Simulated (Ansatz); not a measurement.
The structure below was relaxed with PBEsol in Ansatz (plane waves to 420 eV, PAW, no spin-orbit coupling), at pressure 5 GPa.

```
CELL_PARAMETERS angstrom
      0.00000     4.67681     4.67681
      4.67681     0.00000     4.67681
      4.67681     4.67681     0.00000
ATOMIC_POSITIONS crystal
  V  0.60409 0.60409 0.18773
  V  0.60409 0.18773 0.60409
  V  0.18773 0.60409 0.60409
  V  0.60409 0.60409 0.60409
  Ga 0.00000 0.00000 0.00000
  S  0.86232 0.86232 0.41305
  S  0.86232 0.41305 0.86232
  S  0.41305 0.86232 0.86232
  S  0.86232 0.86232 0.86232
  S  0.36725 0.36725 0.89825
  S  0.36725 0.89825 0.36725
  S  0.89825 0.36725 0.36725
  S  0.36725 0.36725 0.36725
```

Task: Find the space group and the Wyckoff positions.

Result: Space group F-43m (No. 216); a = 9.3536 Å, b = 9.3536 Å, c = 9.3536 Å, α = 90.00°, β = 90.00°, γ = 90.00°

```tsv
atom	site	symmetry	x	y	z
V	16e	.3m	0.3959	0.3959	0.3959
Ga	4a	-43m	0.0000	0.0000	0.0000
S	16e	.3m	0.1377	0.1377	0.1377
S	16e	.3m	0.6328	0.6328	0.6328
```

Load acts through the strain it causes; cell and atoms are relaxed under it. Stability against distortions was not tested. No other phases were tried under pressure. All final runs are without spin polarisation. The cell was made from V4GaS8 (space group F-43m, No. 216) by this change: pressure 5 GPa.

Ansatz is an electronic-structure program.
